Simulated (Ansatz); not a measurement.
## Ansatz run on a (111) slab of LaAl2 (cut from a parent of space group no. 227; 12 atoms in the cell): self-consistent single point

Method: PBEsol, default PAW files made with PBE (plane waves; Ansatz, an electronic-structure program).

Input as run:

Ansatz 0.2 input:
```yaml
# Al2La
crystal:
  lattice:
    - [5.71928200, 0.00000000, 0.00000000]
    - [2.85964100, 4.95304300, 0.00000000]
    - [0.00000000, 0.00000000, 21.58830900]
  atoms:
    - { symbol: Al, position: [0.65328100, 0.65328100, 0.35128800] }
    - { symbol: Al, position: [0.81994800, 0.81994800, 0.45944300] }
    - { symbol: Al, position: [0.81994800, 0.31994800, 0.45944300] }
    - { symbol: Al, position: [0.31994800, 0.81994800, 0.45944300] }
    - { symbol: Al, position: [0.98661500, 0.98661500, 0.56759400] }
    - { symbol: Al, position: [0.15328100, 0.15328100, 0.67575000] }
    - { symbol: Al, position: [0.15328100, 0.65328100, 0.67575000] }
    - { symbol: Al, position: [0.65328100, 0.15328100, 0.67575000] }
    - { symbol: La, position: [0.31994800, 0.31994800, 0.37832600] }
    - { symbol: La, position: [0.98661500, 0.98661500, 0.32425000] }
    - { symbol: La, position: [0.65328100, 0.65328100, 0.59463700] }
    - { symbol: La, position: [0.31994800, 0.31994800, 0.54055700] }
basis:
  ecutwfc: 420.0
kpoints:
  mp_grid:
    grid: [6, 6, 1]
hamiltonian:
  xc: pbesol
  pseudopotentials:
    kind: paw
scf:
  occupations:
    method: fermi_dirac
    width: 0.1
output:
  forces: true
  eigenvalues: true
  stress: true
```

Output (repeated stretches shortened):

```
WARN the atoms were moved onto the symmetric positions of the space group found under crystal.symmetry.tolerance 1.0e-5 (fractional …
WARN ansatz: RAYON_NUM_THREADS=1 ignored (pool sized by the plan → 1); use --threads N
Pseudopotentials: kind: paw
Pseudopotential: Al, paw, valence charge 3
Pseudopotential: La, paw, valence charge 11
Crystal: 12 atoms, lattice volume = 611.550 Å³
Basis set: ecut = 420 eV, 12037 PW (Γ), exchange–correlation on 80×80×300 points (8 copies of the dense FFT grid, shifted against one another)
Bands: 46, of which v1, the nominal top of the filled ones, is band 34 counted from 1 (33 counted from 0)
Symmetry: 6 space group operations
Space group: P3m1 (ITA 156), of the structure as read, at distance tolerance 8.5e-5 Å
k-points: 7 of 36 (time reversal used)
PAW frozen core: Al, regenerated for the run's functional, and the local potential with it
PAW frozen core: La, regenerated for the run's functional, and the local potential with it
Initial density: superposition of atomic densities (neutral atoms: chi_scale 0, normalization atom), corrected by the library's trained network
Initial wavefunctions: pseudopotential atomic-orbital guess
Eigensolver: davidson
Functional: x = pbesol(κ = 0.804, μ = 0.12345679012345678), c = pbesol(β = 0.046)
SCF iter   1: F=—  HF=-28843.259515 eV  |F-HF|=—  |Δ(HF+E_count)|=         —  Δρ=5.74e-3  dr2=8.07e0  ethr=1.77e-3  ⟨swp⟩=8.1  Hψ=1935  notcnv=0
all-band conjugate gradients solve this SCF's bands
preconditioner: auto → LDOS
SCF iter   2: F=—  HF=-28843.023579 eV  |F-HF|=—  |Δ(HF+E_count)|=   2.36e-1  Δρ=2.06e-3  dr2=2.39e-1  ethr=1.77e-3  ⟨swp⟩=5.9  Hψ=660  notcnv=0
SCF iter   3: F=—  HF=-28843.015911 eV  |F-HF|=—  |Δ(HF+E_count)|=   7.67e-3  Δρ=6.98e-4  dr2=1.66e-2  ethr=3.52e-4  ⟨swp⟩=3.6  Hψ=487  notcnv=0
SCF iter   4: F=—  HF=-28843.016535 eV  |F-HF|=—  |Δ(HF+E_count)|=   6.24e-4  Δρ=2.60e-4  dr2=1.24e-3  ethr=2.44e-5  ⟨swp⟩=2.3  Hψ=573  notcnv=0
SCF iter   5: F=—  HF=-28843.016545 eV  |F-HF|=—  |Δ(HF+E_count)|=   9.99e-6  Δρ=1.48e-4  dr2=5.09e-4  ethr=1.82e-6  ⟨swp⟩=2.4  Hψ=593  notcnv=0
SCF iter   6: F=—  HF=-28843.016501 eV  |F-HF|=—  |Δ(HF+E_count)|=   4.33e-5  Δρ=4.55e-5  dr2=4.51e-5  ethr=7.48e-7  ⟨swp⟩=2.0  Hψ=551  notcnv=0
SCF iter   7: F=—  HF=-28843.016490 eV  |F-HF|=—  |Δ(HF+E_count)|=   1.15e-5  Δρ=1.72e-5  dr2=5.30e-6  ethr=6.64e-8  ⟨swp⟩=3.4  Hψ=626  notcnv=0
SCF iter   8: F=—  HF=-28843.016490 eV  |F-HF|=—  |Δ(HF+E_count)|=   2.75e-7  Δρ=6.74e-6  dr2=6.44e-7  ethr=7.79e-9  ⟨swp⟩=2.3  Hψ=571  notcnv=0
SCF iter   9: F=-28843.016490 eV  HF=-28843.016490 eV  |F-HF|=3.20e-8  |Δ(HF+E_count)|=   3.10e-8  Δρ=1.99e-6  dr2=6.28e-8  ethr=1.47e-10  ⟨swp⟩=16.6  Hψ=2028  notcnv=0
SCF 1 converged in 9 iterations: F = -28843.016490 eV  dr2 = 6.28e-8
SCF converged after 9 iterations
Free energy (F): -28843.016490 eV
Harris-Foulkes:  -28843.016490 eV  (|F-HF|=3.20e-8)
Internal energy: -28842.678637 eV  (E = F + TS)
E sigma→0 (E₀):  -28842.847564 eV
Entropy (-TS):   -0.337853 eV (-28.154 meV/atom)
Fermi energy:    2.300034 eV
--- Per-component energies (eV) ---
  E_band       = -599.140870
  E_kinetic    = 942.149551
  E_local      = -19080.228538  (includes V_loc(G=0)·N_el)
  E_nonlocal   = 471.521762
  E_hartree    = 9084.088749
  E_xc         = -861.123598
  E_vxc        = -812.518363  (∫ρ·V_xc dr)
  E_paw        = -24952.333013  (= ΣΔE_a)
  E_vpaw       = -288.258799  (= ΣTr[D̂ρ^β])
  E_aug_tail   = -0.000021  (compensation charges beyond the density's cutoff)
  E_ewald      = 5552.415321
  E_core_change = 0.831150  (= ΣΔE_core)
  E_smearing   = -0.337853  (= −TS)
  E_closure    = 0.000000  (closes the sum)
  Σ components = -28843.016490   (vs F -28843.016490, Δ=0.00e0)
--- Forces (eV/Å), atoms counted from 1 ---
  atom   1  Al     0.00000000    -0.00000000    -0.05079606
  atom   2  Al     0.02753090     0.01589497    -0.19071358
  atom   3  Al     0.00000000    -0.03178994    -0.19071358
  atom   4  Al    -0.02753090     0.01589497    -0.19071358
  atom   5  Al     0.00000000     0.00000000     0.14988991
  atom   6  Al     0.07468479     0.04311928    -0.24760686
  atom   7  Al     0.00000000    -0.08623856    -0.24760686
  atom   8  Al    -0.07468479     0.04311928    -0.24760686
  atom   9  La     0.00000000    -0.00000000     0.02558665
  atom  10  La    -0.00000000     0.00000000     0.57249821
  atom  11  La     0.00000000    -0.00000000     0.68286242
  atom  12  La     0.00000000     0.00000000    -0.06504185
  max |Σ_I F_I| component: 3.80e-5 eV/Å
--- Stress (GPa, compression-positive) ---
       -1.853117       0.000000       0.000000
        0.000000      -1.853117      -0.000000
        0.000000      -0.000000      -0.751792
  P = ⅓ Tr σ = -1.4860 GPa (-14.860 kbar)
  The stress holds the Pulay correction. Without it, at fixed plane waves, as pw.x and ABINIT print it: P = -1.4990 GPa
--- Band table (eV; the first three rows and the last of 7) ---
  k-point 0: bands = ["-30.9385", "-30.2240", "-30.1120", "-29.8995", "-14.7977", "-14.7977", "-14.6612", "-14.2891", "-14.2211", "-14.2211", "-13.8767", "-13.8767", "-13.8164", "-13.5865", "-13.4936", "-13.4936", "-5.8387", "-4.9420", "-3.1695", [...]
  k-point 1: bands = ["-30.9354", "-30.2268", "-30.1002", "-29.9123", "-14.8165", "-14.8108", "-14.6597", "-14.3080", "-14.2488", "-14.1977", "-13.8845", "-13.8564", "-13.8195", "-13.6204", "-13.4639", "-13.4551", "-5.6532", "-4.8194", "-3.2703", [...]
  k-point 2: bands = ["-30.9291", "-30.2329", "-30.0691", "-29.9449", "-14.8519", "-14.8242", "-14.6768", "-14.3227", "-14.2987", "-14.1658", "-13.9131", "-13.8483", "-13.8178", "-13.6087", "-13.4201", "-13.4100", "-5.1812", "-4.5104", "-3.6802", [...]
  k-point 6: bands = ["-30.9243", "-30.2377", "-30.0177", "-29.9974", "-14.9200", "-14.7523", "-14.7326", "-14.3944", "-14.2719", "-14.1067", "-13.9502", "-13.9086", "-13.7670", "-13.5714", "-13.4492", "-13.3433", "-4.5910", "-4.3723", "-3.8772", [...]
```

The run converged in 9 iterations.

The starting cell comes from a database of computed structures (which also holds hypothetical and non-ambient phases and stackings), without a prior relaxation at this level. The slab is cut from that crystal, and its faces are unrelaxed. Its lattice was rescaled by up to half a per cent. The two faces of this cut differ, and no dipole correction was used.
